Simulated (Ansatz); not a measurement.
**Competing hops of As-vacancy pair in silicon, charge state +1**

Defect migration in silicon: As-vacancy pair (As on one host Si site, one Si site vacant), charge state +1. All values below come from PBE, PAW (plane waves to 420 eV; Ansatz, a program for electronic structure).

Cell of 216 host sites held at the relaxed PBE lattice; one k-point at (0.250, 0.250, 0.250); Fermi-Dirac width 0.01 eV, spin-restricted; finite-size errors left in. Energies are static. The charge state is imposed; whether it is stable for some Fermi level was not computed. Forms of the defect that were not tried may lie lower.

Barriers: single points on a 2×2×2 k-point mesh shifted by half a step at the bands' geometries (they differ from the bands' own by up to 0.14 eV, and are uncertain by about as much).

```json
[
 {"Route": "a nearby Si atom hops onto the vacant site (As-vacancy distance between ideal sites 2.37 → 3.87 Å)", "Start site over the lowest site run (eV)": "0.00", "Hop (Å)": "1.85", "Forward barrier (eV)": "0.80", "Backward barrier (eV)": "0.05", "Neighbours at the start": "Si at 2.35, 2 Si at 2.39 Å", "Neighbours at the saddle": "As at 2.53; Si at 2.45, Si at 2.55, Si at 2.89, Si at 3.19 Å", "Saddle order": "first order", "Forward, on the band's own sampling (eV)": "0.94"},
 {"Route": "direct exchange of As with the vacancy (As-vacancy distance between ideal sites 2.37 Å throughout)", "Start site over the lowest site run (eV)": "0.00", "Hop (Å)": "1.89", "Forward barrier (eV)": "0.84", "Backward barrier (eV)": "0.84", "Neighbours at the start": "3 Si at 2.44 Å", "Neighbours at the saddle": "2 Si at 2.82, Si at 2.83, 2 Si at 2.85, Si at 2.86 Å", "Saddle order": "first order", "Forward, on the band's own sampling (eV)": "0.76"}
]
```

Paths come from climbing-image nudged elastic band runs.  

The whole set of runs took about 20 core-hours (a rough figure).
